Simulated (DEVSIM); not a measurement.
Structure: Mo/TiO2/p-In0.53Ga0.47As capacitor, at 400 K.

```tsv
layer (left to right)	material	thickness (nm)	Na (cm⁻³)
1	TiO2	2.90	-
2	In0.53Ga0.47As	4600	1.5e16
```

Metal gate on the left, work function 4.6 eV. Fixed charge at the semiconductor interface 2.2e12 cm⁻² (in units of +e); no interface traps.

Constants are typed, rounded textbook-type inputs, not results; the design itself was drawn at random and stands for no fabricated device. Values at 300 K; Nc and Nv go as T^1.5, mobilities as T to minus their exponent, the gap by Varshni's rule with the affinity fixed.

```csv
parameter,TiO2,In0.53Ga0.47As
gap (eV),3.2,0.74
affinity (eV),3.9,4.51
permittivity,60,13.9
Nc (cm⁻³),-,2.1e17
Nv (cm⁻³),-,7.7e18
Varshni α (eV/K),-,0.00035
Varshni β (K),-,190
```

Simulated with DEVSIM: 1D Poisson equation in equilibrium, Boltzmann statistics, complete ionisation; no quantum confinement or tunnelling. Metal contacts follow the ideal Schottky-Mott rule: no Fermi-level pinning, no interface dipoles.

The TiO2 thickness was swept, all else fixed.

| TiO2 thickness (μm) | capacitance of the dielectric stack (μF/cm²) | flat-band voltage (V) |
|---|---|---|
| 0.0012 | 44.3 | -0.40 |
| 0.0016 | 33.2 | -0.40 |
| 0.002 | 26.6 | -0.40 |
| 0.0025 | 21.3 | -0.41 |
| 0.0029 | 18.3 | -0.41 |
| 0.0035 | 15.2 | -0.41 |

From the first row to the last the capacitance of the dielectric stack goes from 44.3 to 15.2. From the first row to the last the flat-band voltage goes from -0.40 to -0.41.
